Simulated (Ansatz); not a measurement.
Cu on the 1x1 (110) surface of bcc Ta, one in a 1x1 cell, energies for each (7.8 Å²). Energies are against an atom of fcc Cu, without zero-point or thermal terms; each row is named by its start.

Level of theory: PBE (plane waves to 420 eV, PAW; Ansatz, an electronic-structure program).

Which site binds most strongly?
(A) top Ta
(B) bridge Ta-Ta (span 3.3 Å)
(C) bridge Ta-Ta (span 2.9 Å)

B, bridge Ta-Ta (span 3.3 Å). Adsorption energies: bridge Ta-Ta (span 3.3 Å) -0.19 eV; bridge Ta-Ta (span 2.9 Å) 0.13 eV; top Ta 0.58 eV.
